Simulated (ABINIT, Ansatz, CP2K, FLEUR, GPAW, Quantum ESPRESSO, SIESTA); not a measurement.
**Code comparison for Mg2Zn (Cmcm, 6 atoms in the cell)**

Self-consistent single point, at a second geometry (lattice scaled by 0.98). First geometry:

```xyz
6
Lattice="4.7534 -2.5113 0.0000 4.7534 2.5113 0.0000 0.0000 0.0000 4.7387" Properties=species:S:1:pos:R:3 pbc="T T T"
Mg     6.2286     1.5270     3.5541
Mg     3.2782    -1.5270     1.1847
Mg     6.2286    -1.5270     1.1847
Mg     3.2782     1.5270     3.5541
Zn     4.7534    -0.8812     3.5541
Zn     4.7534     0.8812     1.1847
```

Shared settings, as Ansatz (a first-principles code) writes them: kpoints.mp_grid.grid = 5 5 5; scf.occupations.method = gaussian; scf.occupations.width = 0.272 eV. Potentials and cutoffs stand in the table.

```
code                                                                                                                                      model  ΔF from the first geometry (meV/atom)  pressure (GPa)  largest force (eV/Å)           cutoff
----------------  -----------------------------------------------------------------------------------------------------------------------------  -------------------------------------  --------------  --------------------  ---------------
Quantum ESPRESSO                                                                           PBEsol, GBRV 1.5 ultrasoft (PBESOL) pseudopotentials                                   11.3            3.04                 0.016            50 Ry
ABINIT                                                                                       PBEsol, PAW (JTH v2.0 PBE PAW, files made for PBE)                                   11.4            3.26                 0.012            60 Ry
CP2K                                                                 PBEsol, GPW, DZVP-MOLOPT-SR-GTH basis, GTH-PBE potentials (GTH_POTENTIALS)                                   23.6            5.34                 0.046     grid 1000 Ry
GPAW                                                                                      PBEsol, GPAW PAW datasets PBEsol (made by gpaw-setup)                                   11.4            3.36                 0.013           850 eV
FLEUR                                                                           PBEsol, all-electron FLAPW (FLEUR), scalar-relativistic valence                                      –               –                 0.016  Kmax 4.1 1/bohr
SIESTA            GGA PBEsol, numerical atomic orbitals DZP, PseudoDojo PBEsol standard norm-conserving potentials (rewritten from UPF to PSML)                                    6.2            3.12                 0.161      grid 300 Ry
Ansatz                                                                                                          PBEsol, PAW files made with PBE                                   11.1            3.28                 0.013          default
```

Size of the force on each atom (eV/Å): Sizes of forces hide their directions.

```
code                Mg1    Mg2    Mg3    Mg4    Zn5    Zn6
----------------  -----  -----  -----  -----  -----  -----
Quantum ESPRESSO  0.012  0.012  0.012  0.012  0.016  0.016
ABINIT            0.012  0.012  0.012  0.012  0.012  0.012
CP2K              0.038  0.038  0.038  0.038  0.046  0.046
GPAW              0.013  0.013  0.013  0.013  0.013  0.013
FLEUR             0.013  0.013  0.013  0.013  0.016  0.016
SIESTA            0.049  0.049  0.049  0.049  0.161  0.161
Ansatz            0.012  0.012  0.012  0.012  0.013  0.013
```

A dash marks a value that a program does not give, or that is left out as unsure.

The spread over the programs that give each value: ΔF from the first geometry within 17.4 meV/atom; pressure within 2.30 GPa; largest force within 0.149 eV/Å.

CP2K and SIESTA use small atom-centred bases, whose incompleteness enters pressures, forces and empty levels differently from a plane-wave cutoff. FLEUR treats all electrons, but the usual bases taken here (sphere radii, linearisation, local orbitals, empty states) were not tested for convergence, so the values are no reference for the others. Ansatz's pressure is given at a fixed set of plane waves, as the other plane-wave codes print theirs; with its correction for the finite basis it is 3.31 GPa. In the pressure, CP2K (by 2.07) lies more than 1 GPa from the median of the plane-wave programs. In the force vectors, SIESTA (by 0.174) lies more than 0.08 eV/Å from the median of the plane-wave programs.

The starting cell comes from a database of computed structures (which also holds hypothetical and non-ambient phases and stackings), without a prior relaxation at this level. For this run, on top of that: lattice scaled by 0.98.

Left out of this page: Elk (not drawn, or without a comparable value).

Keys are those of Ansatz 0.2.
